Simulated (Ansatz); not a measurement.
Seebeck coefficient (μV/K, mean over directions) of n-type CdSe (F-43m) against carrier density, HSE06, rigid bands run with Ansatz (a first-principles code). Computed gap 1.55 eV; densities at which minority carriers matter at this gap, or further valleys turn the trend, are left out. Conductivity mass 0.119 mₑ (harmonic mean over directions), N_c = 1.0e18 cm⁻³ at 300 K.

| electron density | 300 K | 500 K |
|---|---|---|
| 1e16 cm⁻³ | -608 | -678 |
| 1e17 cm⁻³ | -411 | -480 |
| 1e18 cm⁻³ | -220 | -285 |
| 3e18 cm⁻³ | -140 | -198 |
| 1e19 cm⁻³ | ? | -117 |
| 3e19 cm⁻³ | -40 | -65 |
| 1e20 cm⁻³ | -21 | ? |
| 3e20 cm⁻³ | ? | -21 |
| 1e21 cm⁻³ | -8 | -13 |

**Question.** Some entries are withheld; supply them.

**Answer.** 
- 1e19 cm⁻³, 300 K: -74
- 1e20 cm⁻³, 500 K: -35
- 3e20 cm⁻³, 300 K: -12

Rigid bands with a gap fixed in temperature, one relaxation time for all states, no polarons or phonon drag, and whether or not such doping can be reached. Spin-orbit coupling is left out. Geometry: cell and atoms relaxed with PBEsol.
